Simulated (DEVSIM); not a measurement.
**Si n+/n-/n+ resistor**

System: Si n+/n-/n+ resistor, at 350 K.

```tsv
layer (left to right)	material	thickness (μm)	Nd (cm⁻³)	τn (s)	τp (s)
1	Si	0.110	5.8e17	1.6e-5	1.6e-5
2	Si	0.810	1.2e13	1.6e-5	1.6e-5
3	Si	0.160	6.4e17	1.6e-5	1.6e-5
```

Left contact: ohmic. Right contact: ohmic. Voltage is applied to the left contact. Recombination: SRH at mid-gap, Auger. Gap narrowing is on: ΔEg = 6.92 meV × (l + √(l² + 0.5)), l = ln(N/1.3e17 cm⁻³), shared equally by both band edges. Mobility is constant in doping.

The device is made up for the run: typed textbook-type constants, with dimensions and the other settings drawn at random. Values at 300 K; Nc and Nv go as T^1.5, mobilities as T to minus their exponent, the gap by Varshni's rule with the affinity fixed.

```tsv
parameter	Si
gap (eV)	1.124
affinity (eV)	4.05
permittivity	11.7
Nc (cm⁻³)	2.86e19
Nv (cm⁻³)	3.1e19
μn (cm²/Vs)	1417
μp (cm²/Vs)	470
T exponent of μn	2.3
T exponent of μp	2.2
Cn (cm⁶/s)	2.8e-31
Cp (cm⁶/s)	9.9e-32
Varshni α (eV/K)	0.000473
Varshni β (K)	636
```

DEVSIM, 1D drift-diffusion, Boltzmann statistics, complete ionisation; no tunnelling, impact ionisation, image-force lowering or self-heating.

Dark forward current:

(V (V), J (A/cm²)): (0.05, 110); (0.10, 220); (0.20, 470); (0.25, 610); (0.35, 930); (0.40, 1100); (0.50, 1500); (0.55, 1700); (0.65, 2200); (0.70, 2400); (0.75, 2700); (0.85, 3300); (0.90, 3600); (1.00, 4200); (1.05, 4500); (1.15, 5200); (1.20, 5600); (1.30, 6400); (1.35, 6800); (1.40, 7200); (1.50, 8000); (1.55, 8500); (1.65, 9400); (1.70, 9900); (1.80, 11000); (1.85, 11000); (1.95, 12000); (2.00, 13000)
